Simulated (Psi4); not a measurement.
Psi4 1.11, BP86/def2-svp: Sc(OMe)2(NH2) (C[O][Sc]([NH2])[O]C), 14 atoms. The geometry is a generated start, not checked to be a minimum at this level.

```json
{
 "task": "energy",
 "method": "bp86",
 "basis": "def2-svp",
 "memory": "3 GB",
 "maxiter": "100",
 "keys_of_the_molecule_block": "symmetry c1",
 "scf_type": "df (default)",
 "e_convergence": "1e-06 (default)",
 "d_convergence": "1e-06 (default)",
 "dft_radial_points": "75 (default)",
 "dft_spherical_points": "302 (default)",
 "basis_functions": "141",
 "grid_points": "302725"
}
```

```xyz
14

Sc     0.1428     0.5628     0.2371
O     -1.3503    -0.3968     0.5953
C     -2.5502    -1.0356     0.9188
H     -3.2539    -0.3270     1.3823
H     -3.0196    -1.4529     0.0157
H     -2.3704    -1.8591     1.6270
O      1.4314    -0.0685    -0.8746
C      2.2612    -0.7527    -1.7648
H      2.6269    -0.0694    -2.5459
H      3.1312    -1.1697    -1.2356
H      1.7184    -1.5787    -2.2498
N      0.3593     2.3525     1.1043
H     -0.3034     2.8332     1.7131
H      1.1766     2.9619     1.0771
```

Charge 0 and multiplicity 1 are set for this test and not shown to be the ground state.

With the defaults (diis_max_vecs = 10, diis = true, scf_initial_accelerator = adiis, damping_percentage = 0, guess = auto, which took SAD, diis_start = 1, level_shift = 0, level_shift_cutoff = 0.01) it converges in 12 SCF iterations. One run each on 2 threads, with these changes:
- guess = sadno
- scf_initial_accelerator = none
- diis = false, scf_initial_accelerator = none, damping_percentage = 60
- diis_max_vecs = 20
- diis_max_vecs = 3
- level_shift = 0.1, level_shift_cutoff = 0.001
- diis_start = 4
- guess = huckel
- level_shift = 0.5, level_shift_cutoff = 0.001

Task: Which of these changes keep the SCF from converging, or lead it to another solution?

Result: No convergence: diis_max_vecs = 3; diis = false, scf_initial_accelerator = none, damping_percentage = 60 (the run ends without SCF convergence in 100 iterations). The rest reach the solution of the defaults.

```
setting                                                                SCF iterations             end
---------------------------------------------------------------------  --------------  --------------
level_shift = 0.5, level_shift_cutoff = 0.001                                      10   same solution
the defaults                                                                       12   same solution
guess = huckel                                                                     12   same solution
diis_max_vecs = 20                                                                 12   same solution
level_shift = 0.1, level_shift_cutoff = 0.001                                      12   same solution
guess = sadno                                                                      12   same solution
scf_initial_accelerator = none                                                     12   same solution
diis_start = 4                                                                     21   same solution
diis_max_vecs = 3                                                                 100  no convergence
diis = false, scf_initial_accelerator = none, damping_percentage = 60             100  no convergence
```

1 further run of the study ended by our limits or in an error and is left out.
